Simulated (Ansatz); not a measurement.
Adsorption energy and surface dipole of N on the 1x1 (111) surface of fcc Rh, one in a 1x1 cell, started at the site 'hollow Rh-Rh-Rh over Rh at depth 4.4 Å', worked from the runs' numbers; total energies count from the potentials' own zero.

Method: PBE (plane waves to 420 eV, PAW; Ansatz, an electronic-structure program).

Slab: 5 atoms, 6.5 Å thick at the start under the adsorbate (thin: gaps and levels are the slab's own); k 12x12x1, smearing 0.1 eV, dipole-corrected; 2 atoms held, the rest relaxed; held to the start's symmetry, so lower structures may exist; no spin, no spin-orbit, no U, no dispersion correction. At the end it is bonded to 3 Rh. In PBE this state lies 0.03 eV over the lowest of the starts that converged ('hollow Rh-Rh-Rh over Rh at depth 2.2 Å').

```tsv
quantity	value
slab with the adsorbate	-25992.794 eV
clean slab, same cell and mesh	-25609.923 eV
reference, ½ N2(g)	-384.013 eV
area of the cell	6.35 Å²
change of the step from the bottom to the top vacuum level	2.123 eV
```

### Question
What is the adsorption energy against this reference?

### Answer
E(slab + adsorbate) − E(slab) − E(reference) = 1.14 eV, so in this state the adsorbate is less stable than in the reference, at a coverage of 15.74 a nm².

### Question
What dipole does adsorption add to the slab along the outward normal (Helmholtz relation, ε₀ = 0.005526 e/(V·Å))?

### Answer
p = −ε₀·A·ΔV = -0.075 e·Å = -0.36 D; its negative end points to the vacuum, which raises the vacuum level.
